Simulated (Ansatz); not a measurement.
Input and output of a self-consistent single point for KZnF3 (Pmm2, 5 atoms in the cell) (Ansatz, an electronic-structure program).

Level of theory: LDA (PW92), default PAW files made with PBE (plane waves; Ansatz).

The change in words: 1 x 1 x 1 supercell, one F atom moved by 0.02 angstrom along z. Reference geometry:
```
KZnF3
1.0
    4.06215     0.00000     0.00000
    0.00000     4.06215     0.00000
    0.00000     0.00000     4.06215
K Zn F
1 1 3
Direct
  0.00000   0.00000   0.00000
  0.50000   0.50000   0.50000
  0.50000   0.00000   0.50000
  0.00000   0.50000   0.50000
  0.50000   0.50000   0.00000
```

Reference input (self-consistent single point, DFT, LDA (PW92), plane waves, default PAW files made with PBE): basis.ecutwfc = 30.9 Ry; kpoints.mp_grid.grid = 6 6 6; hamiltonian.xc = lda; hamiltonian.pseudopotentials = {kind: paw} (the program's default PAW files); scf.occupations.method = fermi_dirac; scf.occupations.width = 0.0007 Ry. This run's input differs from it in these lines:

```diff
@@ -8,3 +8,3 @@
     - { symbol: Zn, position: [0.500000, 0.500000, 0.500000] }
-    - { symbol: F, position: [0.500000, 0.000000, 0.500000] }
+    - { symbol: F, position: [0.500000, 0.000000, 0.504924] }
     - { symbol: F, position: [0.000000, 0.500000, 0.500000] }
```

Output, abridged:

```
SCF iter   1: F=—  HF=-7128.417301 eV  |F-HF|=—  |Δ(HF+E_count)|=         —  Δρ=2.09e-2  dr2=2.04e-1  ethr=1.77e-3  ⟨swp⟩=6.5  Hψ=8225  notcnv=0
all-band conjugate gradients solve this SCF's bands
preconditioner: auto → Resta (q_TF=auto, 2.524 Å⁻¹)
SCF iter   2: F=—  HF=-7128.358598 eV  |F-HF|=—  |Δ(HF+E_count)|=   5.87e-2  Δρ=5.33e-3  dr2=6.34e-3  ethr=4.85e-4  ⟨swp⟩=2.0  Hψ=3541  notcnv=0  defer=62
   [... lines left out ...]
SCF iter   4: F=—  HF=-7128.356525 eV  |F-HF|=—  |Δ(HF+E_count)|=   4.39e-4  Δρ=1.18e-3  dr2=4.98e-4  ethr=5.20e-6  ⟨swp⟩=1.9  Hψ=1725  notcnv=0  defer=64
SCF iter   5: F=—  HF=-7128.356382 eV  |F-HF|=—  |Δ(HF+E_count)|=   1.42e-4  Δρ=2.50e-4  dr2=3.23e-5  ethr=1.19e-6  ⟨swp⟩=2.0  Hψ=2583  notcnv=0  defer=64
SCF iter   6: F=—  HF=-7128.356378 eV  |F-HF|=—  |Δ(HF+E_count)|=   4.00e-6  Δρ=4.47e-5  dr2=1.63e-6  ethr=7.69e-8  ⟨swp⟩=2.6  Hψ=2943  notcnv=0  defer=64
SCF iter   7: F=-7128.356379 eV  HF=-7128.356379 eV  |F-HF|=1.90e-8  |Δ(HF+E_count)|=   2.10e-7  Δρ=8.24e-6  dr2=7.70e-8  ethr=2.38e-10  ⟨swp⟩=6.9  Hψ=7215  notcnv=0
SCF 1 converged in 7 iterations: F = -7128.356379 eV  dr2 = 7.70e-8
Free energy (F): -7128.356379 eV
Internal energy: -7128.356379 eV  (E = F + TS)
E sigma→0 (E₀):  -7128.356379 eV
Fermi energy:    5.410437 eV
--- Forces (eV/Å), atoms counted from 1 ---
  atom   1  K      0.00000000     0.00000000    -0.00045326
  atom   2  Zn     0.00000000     0.00000000     0.00603672
  atom   3  F      0.00000000     0.00000000    -0.03479845
  atom   4  F      0.00000000     0.00000000    -0.00655488
  atom   5  F      0.00000000     0.00000000     0.03577471
--- Stress (GPa, compression-positive) ---
       -5.427975       0.000000       0.000000
        0.000000      -5.429981       0.000000
        0.000000       0.000000      -5.427842
  P = ⅓ Tr σ = -5.4286 GPa (-54.286 kbar)
  The stress holds the Pulay correction. Without it, at fixed plane waves, as pw.x and ABINIT print it: P = -6.2470 GPa
```

The run converged in 7 iterations. Against the reference run the free energy stays essentially unchanged (within 1 meV/atom), the pressure stays at -5.43 GPa, the largest force goes from 0.000 to 0.036 eV/Å and the gap on the mesh stays at 3.608 eV.

The starting cell has typed, rounded lattice constants, without a prior relaxation at this level. Its lattice was rescaled by up to half a per cent. For this run, on top of that: 1 x 1 x 1 supercell, one F atom moved by 0.02 angstrom along z. With a pressure of about -5 GPa the cell is away from its equilibrium volume at this level. Ansatz's pressure includes its estimate of the finite-basis (Pulay) stress. Without the estimate this run gives -6.25 GPa.

Keys are those of Ansatz 0.2.
